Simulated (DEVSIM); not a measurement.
DEVSIM, 1D drift-diffusion, Boltzmann statistics, complete ionisation; no tunnelling, impact ionisation, image-force lowering or self-heating. Band offsets follow the typed affinities; no thermionic-emission limit at abrupt steps, no polarisation charge.

Device: isotype n-n heterojunction Si/Ge, at 300 K.

| layer (left to right) | material | thickness (μm) | Nd (cm⁻³) | τn (s) | τp (s) |
|---|---|---|---|---|---|
| 1 | Si | 0.830 | 8.3e16 | 1e-5 | 1e-5 |
| 2 | Ge | 0.720 | 2.2e15 | 1e-5 | 1e-5 |

Left contact: ohmic. Right contact: ohmic. Voltage is applied to the left contact. Recombination: SRH at mid-gap. Mobility is μmin + (μ − μmin)/(1 + (N/Nref)^α).

Constants are typed, rounded textbook-type inputs, not results; the design itself was drawn at random and stands for no fabricated device. Values at 300 K; Nc and Nv go as T^1.5, mobilities as T to minus their exponent, the gap by Varshni's rule with the affinity fixed. The table also holds parameters that only a changed run uses.

```
parameter               Si        Ge
----------------  --------  --------
gap (eV)             1.124     0.664
affinity (eV)         4.05         4
permittivity          11.7        16
Nc (cm⁻³)          2.86e19   1.04e19
Nv (cm⁻³)           3.1e19      6e18
μn (cm²/Vs)           1417      3900
μp (cm²/Vs)            470      1900
μn,min                  52       150
μp,min                  45       100
Nref,n              9.7e16    2.6e17
Nref,p              2.2e17      4e17
αn                    0.68      0.56
αp                    0.72       0.6
T exponent of μn       2.3      1.66
T exponent of μp       2.2      2.33
Cn (cm⁶/s)         2.8e-31     1e-31
Cp (cm⁶/s)         9.9e-32     1e-31
Varshni α (eV/K)  0.000473  0.000477
Varshni β (K)          636       235
```

One input was changed, with this effect: potential step across the device at zero bias 0.018 → 0.042 V.

Question: Which change was it?
A) temperature 300 → 250 K
B) constant mobility in place of the doping-dependent one
C) thickness of layer 1 0.83 → 1.4 μm
D) Auger recombination switched on
E) doping Nd of layer 1 8.3e+16 → 8.3e+15 cm^-3

Answer: E, doping Nd of layer 1 8.3e+16 → 8.3e+15 cm^-3
